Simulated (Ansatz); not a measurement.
Consider Li in the bcc (W type) structure (space group Im-3m, No. 229; relaxed with 0.1 eV smearing).

```
Li
1.0
   -1.71714     1.71714     1.71714
    1.71714    -1.71714     1.71714
    1.71714     1.71714    -1.71714
Li
1
Direct
  0.00000   0.00000   0.00000
```

Cartesian axes are those of the cell as printed.

The values are results of PBEsol, PAW, 420 eV (Ansatz, an electronic-structure program; no spin-orbit coupling), not measurements.

For the base:

The volume per atom comes out as 20.25 Å³.

Now apply this change: compressive biaxial strain of 0.42 % in the plane normal to [111], as in epitaxy on a mismatched substrate; the out-of-plane cell vector and the atoms relax.

Question: What happens to the in-plane stress?

Answer: The mean in-plane stress (compression positive) amounts to +0.1 GPa.

Question: Predict the new volume per atom.

Answer: The volume per atom falls by 0.13 Å³ to 20.12 Å³.

No phonon test of stability was made.
